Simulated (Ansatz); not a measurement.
Base system: Cd in the hcp (Mg type) structure (space group P6_3/mmc, No. 194; a = 3.0294 Å, c = 5.7589 Å; relaxed with 0.1 eV smearing). Axes: x lies along a and z along c of the hexagonal cell.

The values are results of PBE (Ansatz, a first-principles code), without spin-orbit coupling, not measurements.

Perturbation: the cell is stretched by 3.00 % along z with no lateral relaxation, atoms relaxed at fixed cell.

**Question.** Estimate the effect on the stress.

**Answer.** The stress (xx, yy, zz, yz, xz, xy; compression positive) is (-0.8, -0.8, -1.0, 0.0, 0.0, 0.0) GPa.

**Question.** Predict the new energy relative to the base.

**Answer.** The energy rises by 2.3 meV/atom.

The cells carry an imposed strain or load. Stability against distortions was not tested.
